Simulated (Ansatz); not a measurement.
Density of states of SnS2 (P-3m1) above the conduction band minimum, Ansatz (an electronic-structure program) with PBEsol+D3BJ with spin-orbit coupling, rigid bands; cell volume 63.5 Å³.

(energy from edge (eV), 10⁻³ states/eV/cell): (0.006, 47.4); (0.031, 104); (0.056, 143); (0.081, 176); (0.106, 206); (0.131, 236); (0.156, 265); (0.181, 296); (0.206, 326); (0.231, 360); (0.256, 398); (0.281, 455); (0.319, 498); (0.344, 517); (0.369, 538); (0.394, 596); (0.419, 656); (0.444, 708); (0.469, 761); (0.494, 818); (0.519, 881); (0.544, 958); (0.569, 1090); (0.594, 1160)

What effective density of states at 300 K does this give (∫ g(E) exp(−E/k_BT) dE, both spins, divided by the cell's size)?

3.6e19 cm⁻³, a density-of-states mass of 1.26 mₑ, valleys and band degeneracy included.

Geometry: cell and atoms relaxed with PBEsol+D3(BJ).

PBEsol with a dispersion correction tends to overbind, so the cell can be several per cent short, in bad cases over ten, which usually narrows a gap: SnS2 (P-3m1).
